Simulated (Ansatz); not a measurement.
An Ansatz (a program for electronic structure) input (plane-wave PAW DFT at the PBEsol level (Ansatz, 420 eV), no spin-orbit coupling):

Ansatz 0.2 input:
```yaml
crystal:
  lattice:
    - [0, 2.9379305049, 2.9379305049]
    - [2.9379305049, 0, 2.9379305049]
    - [2.9379305049, 2.9379305049, 0]
  atoms:
    - { symbol: Hg, position: [0, 0, 0] }
    - { symbol: S, position: [0.25, 0.25, 0.25] }
basis: { ecutwfc: 420, ecutrho_ratio: 4, xc_grid: 2, fft_grid_basis: typed }
kpoints: { mp_grid: { grid: [10, 10, 10] } }
hamiltonian:
  xc: pbesol
  dispersion: none
  pseudopotentials: { kind: paw }
scf: { occupations: { method: fermi_dirac, width: 0.05 }, convergence: { dr2_threshold: 0.0000000002 } }
output: { forces: true, stress: true }
checkpoint: { write: state.ck, write_every: 1000 }
```

### Question
Which symmetry and how many k-points will the program report, and about how many plane waves at Γ?

### Answer
Space group F-43m (ITA 216) with 24 operations, k-points 47 of 1000, and 965 plane waves at Γ.

Stability against distortions was not tested. All final runs are without spin polarisation. The cell is HgS in the zinc blende structure (space group F-43m, No. 216).
